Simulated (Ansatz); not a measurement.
The reference is Cu in the fcc (Cu type) structure (space group Fm-3m, No. 225; a = 3.5184 Å; relaxed with 0.1 eV smearing). Axes: x, y, z lie along the cube axes.

Method: LDA (Ansatz, a quantum-chemistry and plane-wave program; PAW; 420 eV plane waves; no spin-orbit coupling).

Modification: biaxial strain −1.50 %, plane normal [001], relaxed out of plane (Cartesian); in-plane vectors clamped, the third vector and the atoms free.

**Question.** How does this affect the out-of-plane strain and energy relative to the base?

**Answer.** The out-of-plane strain is +2.09 %; the energy goes up by 2.8 meV/atom.

Whether these cells are dynamically stable was not tested. All final runs are without spin polarisation.
